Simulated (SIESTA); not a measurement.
Troubleshooting SIESTA: a failed run on ZnS (P6_3mc, 20 atoms in the cell). The aim is a self-consistent single point with DFT, GGA PBE, numerical atomic orbitals TZP, PseudoDojo PBE standard norm-conserving potentials (rewritten from UPF to PSML).

Cell that was meant: a = 3.8050 Å, b = 3.8050 Å, c = 31.1237 Å, α = 90.00°, β = 90.00°, γ = 120.00°.

Part of the input:

```
XC.authors                   PBE
PAO.BasisSize                TZP
PAO.EnergyShift              0.005 Ry
MeshCutoff                   300
%block kgrid.MonkhorstPack
    8   0   0  0.0
    0   8   0  0.0
```

Output (repeated stretches shortened):

```
reinit: Reading from file input.fdf

reinit: System Name: ZnS
reinit: System Label: siesta

coor:   Atomic-coordinates input format  =     Cartesian coordinates
coor:                                          (in Angstroms)

siesta: Atomic coordinates (Bohr) and species
siesta:      3.59524   2.07571  11.76306  1        1
siesta:     -0.00000   4.15143  41.17071  1        2
siesta:      0.00000   0.00000  47.05224  1        3
siesta:      0.00000   0.00000  17.64459  1        4
siesta:      3.59524   2.07571  52.93377  1        5
siesta:     -0.00000   4.15143  23.52612  1        6
siesta:     -0.00000   4.15143   5.88741  1        7
siesta:      3.59524   2.07571  35.29506  1        8
siesta:      0.00000   0.00000   0.00588  1        9
siesta:      0.00000   0.00000  29.41353  1       10
siesta:      3.59524   2.07571  16.16833  2       11
siesta:     -0.00000   4.15143  45.57597  2       12
siesta:      0.00000   0.00000   4.41115  2       13
siesta:      0.00000   0.00000  33.81880  2       14
siesta:      3.59524   2.07571  39.70033  2       15
siesta:     -0.00000   4.15143  10.29268  2       16
siesta:      0.00000   0.00000  51.45750  2       17
siesta:      0.00000   0.00000  22.04985  2       18
siesta:     -0.00000   4.15143  27.94315  2       19
siesta:      3.59524   2.07571  57.35080  2       20

siesta: System type = bulk

initatomlists: Number of atoms, orbitals, and projectors:     20   420   360

siesta: ******************** Simulation parameters ****************************
redata: Spin configuration                          = none
redata: Time-Reversal Symmetry                      = T
redata: Number of Atomic Species                    =        2
ERROR

FDF module: fdf_physical:  no unit specified for MeshCutoff

     File: fdf.F90
     Line:  2144
Note: The following floating-point exceptions are signalling: IEEE_INVALID_FLAG IEEE_OVERFLOW_FLAG
STOP Stopping Program
```

Task: Read the log: what does the program object to, and what is the fix?

Result: The fault is an energy without its unit. The key takes a value and a unit. To fix it, add the unit. The program stopped before any SCF iteration.

An input that runs soundly differs in these lines (not the only fix; some lines may just follow from the change or write a value another way):
```diff
-MeshCutoff                   300
+MeshCutoff                   300 Ry
```

With that input, the run converged in 11 iterations: free energy E − TS -59876.9040 eV; top of the valence band (on the code's own zero) -3.86 eV; gap on the k-point mesh 2.46 eV; pressure 3.87 GPa; largest force (vector length) 0.023 eV/Å (DFT, GGA PBE, numerical atomic orbitals TZP, PseudoDojo PBE standard norm-conserving potentials (rewritten from UPF to PSML)).

On the sound input: the starting cell comes from a database of computed structures (which also holds hypothetical and non-ambient phases and stackings), without a prior relaxation at this level. Its lattice was rescaled by a random factor within 2.5 % of one. Values carry the incompleteness of an atom-centred basis. With a pressure of about 4 GPa the cell is away from its equilibrium volume at this level.
